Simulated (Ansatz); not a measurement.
Results of rVV10 in Ansatz (plane waves, PAW) for A-type hexagonal Ce₂O₃.

Run with plane-wave cutoff 520 eV, 12×12×6 k mesh (along the axes of the cell as run), Fermi–Dirac smearing 0.01 eV, spin-polarised start, scalar-relativistic PAW data made under PBE.

Cell (relaxed at this level):

```cif
data_Ce2O3
_chemical_formula_sum 'Ce2 O3'
_space_group_name_H-M_alt 'P 1'
_space_group_IT_number 1
_cell_length_a 3.86200
_cell_length_b 3.86200
_cell_length_c 6.08153
_cell_angle_alpha 90.000
_cell_angle_beta 90.000
_cell_angle_gamma 120.000
loop_
_space_group_symop_operation_xyz
  'x, y, z'
loop_
_atom_site_label
_atom_site_type_symbol
_atom_site_fract_x
_atom_site_fract_y
_atom_site_fract_z
_atom_site_occupancy
Ce1 Ce 0.33333 0.66667 0.24398 1
Ce2 Ce 0.66667 0.33333 0.75602 1
O1 O 0.00000 0.00000 0.00000 1
O2 O 0.33333 0.66667 0.64469 1
O3 O 0.66667 0.33333 0.35531 1
```

Q: What does this level give for the bulk modulus and pressure derivative B′ of the bulk modulus?

A: 
bulk modulus: 119 GPa
pressure derivative B′ of the bulk modulus: 4.3

Note: the magnetic order was assumed, not searched for or taken from measurement; the gap of the solid is closed in this run; the relaxation could not lower the start's symmetry, so the cell can be a saddle point above a distorted one; the 4f shell is treated without U or exact exchange, so its levels and filling can be wrong; this level leaves the solid without a gap, although one is measured; the bulk modulus comes from volumes at which shape and atoms were relaxed.

Spin–orbit coupling is not included; it can open a gap where bands touch, and shift volumes and moduli.

Computed values are for the static lattice.

Ansatz is an electronic-structure program.
